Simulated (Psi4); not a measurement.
Psi4 1.11, BP86/def2-svp: Nb(S)(Cl)(Me)2 ([CH3][Nb]([CH3])(=[S])[Cl]), 11 atoms. The geometry is a generated start, not checked to be a minimum at this level.

```json
{
  "task": "energy",
  "method": "bp86",
  "basis": "def2-svp",
  "memory": "3 GB",
  "maxiter": "100",
  "keys_of_the_molecule_block": "symmetry c1",
  "scf_type": "df (default)",
  "guess": "auto, which took SAD (default)",
  "scf_initial_accelerator": "adiis (default)",
  "e_convergence": "1e-06 (default)",
  "d_convergence": "1e-06 (default)",
  "dft_radial_points": "75 (default)",
  "dft_spherical_points": "302 (default)",
  "effective_core_potentials": "those of the basis set, past Kr",
  "basis_functions": "125",
  "grid_points": "237268"
}
```

```xyz
11

Nb     0.7248     0.1506     0.4371
S      2.3025    -0.4962    -0.9880
Cl     1.5897     0.9467     2.3249
C     -0.3430     1.6313    -0.8785
H     -1.2832     1.9718    -0.4166
H     -0.5897     1.2162    -1.8657
H      0.2682     2.5265    -1.0596
C     -0.4947    -1.7340     0.5805
H     -0.2473    -2.4918    -0.1751
H     -1.5689    -1.5112     0.4788
H     -0.3583    -2.2097     1.5621
```

Charge 0 and multiplicity 1 are set for this test and not shown to be the ground state.

One run each on 2 threads. Values of diis_max_vecs tried: 3, 6, 10 (default), 20.

Question: Which value of diis_max_vecs needs the fewest SCF iterations, and what happens away from it?

Answer: Fewest SCF iterations, within one of each other: 10 (default) with 13, 20 with 13. The count rises to 16 at 6. The run ends without SCF convergence in 100 iterations at 3.

```json
[
 {"diis_max_vecs": "3", "SCF iterations": "100", "end": "no convergence"},
 {"diis_max_vecs": "6", "SCF iterations": "16", "end": "same solution"},
 {"diis_max_vecs": "10 (default)", "SCF iterations": "13", "end": "same solution"},
 {"diis_max_vecs": "20", "SCF iterations": "13", "end": "same solution"}
]
```
